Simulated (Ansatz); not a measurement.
Base system: Hf in the hcp (Mg type) structure (space group P6_3/mmc, No. 194; a = 3.117 Å, c = 4.950 Å; relaxed with 0.1 eV smearing). Axes: x lies along a and z along c of the hexagonal cell.

The values are results of Ansatz (a program for electronic structure), LDA, PAW, cutoff 420 eV, no SOC, not measurements.

Perturbation: the cell is stretched by 2.00 % along z with no lateral relaxation; the atoms relax in the strained cell.

### Question
Predict the stress tensor and what it implies for the stiffness.

### Answer
Stress of the strained cell less that of the base (GPa, compression positive):
```
   -1.5     0.0     0.0
    0.0    -1.5     0.0
    0.0     0.0    -4.0
```

Then −Δσ_ii/ε with ε = 0.0200 gives secant stiffness values (nonlinear terms included at this strain): C33 ≈ 201 GPa, C13 ≈ 77 GPa and C23 ≈ 77 GPa.

As a check, the harmonic strain energy −½ V₀ Δσ:ε is 5.2 meV/atom; the computed energy rise is 5.4 meV/atom.

Stability against distortions was not tested. All final runs are without spin polarisation.
